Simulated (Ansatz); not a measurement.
Abridged Ansatz (a quantum-chemistry and plane-wave program) output:

```
Relaxation: its limit of steps is 50 (relax.max_steps)
Pseudopotential: Pd, paw, valence charge 18
Crystal: 1 atoms, lattice volume = 14.400 Å³
Basis set: ecut = 420 eV, 283 PW (Γ), exchange–correlation on 40×54×40 points (8 copies of the dense FFT grid, shifted against one another)
Bands: 13, of which v1, the nominal top of the filled ones, is band 9 counted from 1 (8 counted from 0)
Symmetry: 8 space group operations
k-points: 3375 of 24389
Functional: x = pbesol(κ = 0.804, μ = 0.12345679012345678), c = pbesol(β = 0.046)
SCF iter   1: F=—  HF=-6907.846055 eV  |F-HF|=—  |Δ(HF+E_count)|=         —  Δρ=1.69e-1  dr2=4.06e0  ethr=3.10e-3  ⟨swp⟩=5.0  Hψ=218485  notcnv=0
SCF iter   2: F=—  HF=-6906.851345 eV  |F-HF|=—  |Δ(HF+E_count)|=   9.95e-1  Δρ=5.95e-2  dr2=4.49e-1  ethr=3.10e-3  ⟨swp⟩=2.8  Hψ=112260  notcnv=0
SCF 1 converged in 7 iterations: F = -6906.735008 eV  dr2 = 4.97e-9
relax step   1: F+E_penalty+E_count = -6906.73500757 eV  Δ(F+E_penalty+E_count) = +0.000e0 eV  max|allowed force component| = 0.000e0 eV/Å  Δτ_max = 0.0000 Å  P = +2.557 GPa  Ω = 14.400 Å³  fix = [a, b, gamma]  reactions: a +3.508, b +2.789 GPa  (7 SCF iters, dr2 threshold 1.00e-7 eV, accepted)
[... steps on the carried basis left out ...]
relax step   3: F+E_penalty+E_count = -6906.73527825 eV  Δ(F+E_penalty+E_count) = -7.468e-6 eV  max|allowed force component| = 0.000e0 eV/Å  Δτ_max = 0.0000 Å  P = +1.572 GPa  Ω = 14.468 Å³  energy of the carried Pulay correction = -1.808e-5 eV  fix = [a, b, gamma]  reactions: a +2.858, b +1.863 GPa  (3 SCF iters, dr2 threshold 8.05e-8 eV, accepted)
Crystal: 1 atoms, lattice volume = 14.468 Å³
SCF iter   1: F=—  HF=-6906.735295 eV  |F-HF|=—  |Δ(HF+E_count)|=         —  Δρ=2.06e-5  dr2=3.58e-8  ethr=1.38e-8  ⟨swp⟩=3.0  Hψ=350106  notcnv=0
SCF iter   2: F=—  HF=-6906.735295 eV  |F-HF|=—  |Δ(HF+E_count)|=   2.71e-7  Δρ=1.12e-5  dr2=7.54e-9  ethr=1.99e-10  ⟨swp⟩=2.2  Hψ=63975  notcnv=0
SCF 4 converged in 5 iterations: F = -6906.735295 eV  dr2 = 2.49e-13
SCF converged after 5 iterations
Free energy (F): -6906.735295 eV
Internal energy: -6906.673767 eV  (E = F + TS)
E sigma→0 (E₀):  -6906.704531 eV
Entropy (-TS):   -0.061528 eV (-61.528 meV/atom)
Fermi energy:    20.017511 eV
--- Forces (eV/Å), atoms counted from 1 ---
  atom   1  Pd     0.00000000    -0.00000000     0.00000000
--- Stress (GPa, compression-positive) ---
        2.855407       0.000000      -0.000000
        0.000000       1.858946       0.000000
       -0.000000       0.000000      -0.009793
  P = ⅓ Tr σ = 1.5682 GPa (15.682 kbar)
--- Relaxed structure (3 steps of the walk, 3 accepted, 1 SCFs on fresh bases) ---
  cell:  # Å, volume = 14.4679 Å³
    - [2.7198751481, 4.486693086678889e-22, -4.9402435891782697e-11]
    - [6.345111103938409e-22, 3.8464843225, 6.986558925217257e-11]
    - [1.3599375740751183, 1.9232421612248816, 1.3829070679009725]
  atoms:
    - { symbol: Pd, position: [0.0, 0.0, 0.0] }
```

Problem. What was computed, and what are the main results?

Solution. Pd, 1 atom in the cell, with Ansatz, PBEsol, PAW, cutoff 420 eV, no spin-orbit coupling, earlier PAW set. The last SCF converged to F = -6906.735295 eV, or -6906.7353 eV per atom, at a pressure of 1.57 GPa. The total energy compares only with runs of the same code, potentials and settings.

The cells carry an imposed strain or load. No phonon test of stability was made. All final runs are without spin polarisation. The cell was made from Pd in the fcc (Cu type) structure (space group Fm-3m, No. 225) by this change: biaxial strain −0.80 %, plane normal [110], relaxed out of plane.

Keys are those of Ansatz 0.2.
